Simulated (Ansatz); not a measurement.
# What isotropic strain +2.10 % does to Mg2Ge

Consider Mg2Ge in the anti-fluorite structure (space group Fm-3m, No. 225; a = 6.421 Å).

The change: every lattice vector is stretched by 2.10 %, atoms relaxed at fixed cell.

Calculations: PBE in Ansatz (plane waves to 420 eV, PAW, no SOC). k-mesh 9×9×9 (Γ-centred); smearing 0.05 eV (Fermi–Dirac).

Volume per atom: 23.48 Å³ (base 22.06 Å³)
Shortest interatomic distance: 283.9 pm (base 278.0 pm)
Energy relative to the base (free energy F): +13 meV/atom
Pressure: -2.72 GPa (base 0.00 GPa)
Band gap: 0.22 eV (base 0.17 eV)
Gap character: indirect, Γ → X (base indirect, Γ → X)
Smallest direct gap: 0.61 eV (base 0.95 eV)
Mean gap deformation potential ΔEg/Δln V: +0.8 eV
Width of the top valence band: 2.52 eV (base 2.65 eV)
Electron mass: 0.55 mₑ along k, 0.19 mₑ across (at X) (base 0.55 mₑ along k, 0.19 mₑ across (at X))
Hole mass (degenerate bands, along [100]): 0.049, 0.35, 0.35 mₑ (at Γ) (base 0.071, 0.35, 0.35 mₑ (at Γ))
Valley order (the lowest conduction-band minima on the path, energy above the VBM, named in the base's zone): X along ⟨100⟩ 0.22 eV; Γ 0.61 eV; L along ⟨111⟩ 0.68 eV (base X along ⟨100⟩ 0.17 eV; L along ⟨111⟩ 0.94 eV; Γ 0.95 eV)

Final structure:

```yaml
crystal:
  lattice:
    - [0.00000, 3.27805, 3.27805]
    - [3.27805, 0.00000, 3.27805]
    - [3.27805, 3.27805, 0.00000]
  atoms:
    - { symbol: Ge, position: [0.00000, 0.00000, 0.00000] }
    - { symbol: Mg, position: [0.25000, 0.25000, 0.25000] }
    - { symbol: Mg, position: [0.75000, 0.75000, 0.75000] }
```

Effective masses come from finite differences of ±0.01 Å⁻¹. Along k means along the line from Γ to the band edge. No phonon test of stability was made. The zero or small gap of Mg2Ge can change with the level of theory.

Ansatz is a first-principles code.
